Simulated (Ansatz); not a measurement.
## Mg2Ge, response to strain

Consider Mg₂Ge in the anti-fluorite structure (space group Fm-3m, No. 225).

```yaml
crystal:
  lattice:
    - [0.00000, 3.18222, 3.18222]
    - [3.18222, 0.00000, 3.18222]
    - [3.18222, 3.18222, 0.00000]
  atoms:
    - { symbol: Mg, position: [0.25000, 0.25000, 0.25000] }
    - { symbol: Mg, position: [0.75000, 0.75000, 0.75000] }
    - { symbol: Ge, position: [0.00000, 0.00000, 0.00000] }
```

Cartesian axes are those of the cell as printed.

Strains are applied to the cell and any free atomic positions relax; under biaxial strain the out-of-plane vector relaxes too.

Method: DFT with PBEsol, PAW potentials and a 420 eV plane-wave cutoff in Ansatz (a first-principles code), without spin-orbit coupling.

Task: Only one of these keeps a band gap. Which?
A. biaxial strain −3.00 %, plane normal [001], relaxed out of plane
B. biaxial strain −2.50 %, plane normal [001], relaxed out of plane
C. biaxial strain +2.50 %, plane normal [001], relaxed out of plane
D. biaxial strain −0.50 %, plane normal [001], relaxed out of plane

Result: D, biaxial strain −0.50 %, plane normal [001], relaxed out of plane. Computed: biaxial strain +2.50 %, plane normal [001], relaxed out of plane: zero; biaxial strain −2.50 %, plane normal [001], relaxed out of plane: zero; biaxial strain −0.50 %, plane normal [001], relaxed out of plane: 0.06 eV; biaxial strain −3.00 %, plane normal [001], relaxed out of plane: zero

Stability against distortions was not tested. All final runs are without spin polarisation. The zero or small gap of Mg2Ge can change with the level of theory.
